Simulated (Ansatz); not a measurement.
## 3C silicon carbide: the defect Al on the Si site + N on the C site (Al_Si+N_C)

Method: PBE, PAW (plane waves to 420 eV; Ansatz, a program for electronic structure). Details: 64-site cell; 2×2×2 shifted k-points; start: the Si site; C 1.90 Å away; finite-size errors of tenths of an eV; relaxed from one start, so a lower configuration may exist.

Neighbours after relaxation, in Å: of the Al atom: C 1.97, C 1.97, C 1.97, N 2.01; of the N atom: Si 1.88, Si 1.88, Si 1.88, Al 2.01.

| charge | moment (μB) | largest move off a lattice site (Å) |
|---|---|---|
| 0 | not spin-polarised | 0.10 |

All states together cost about 4 core-minutes (a rough figure).
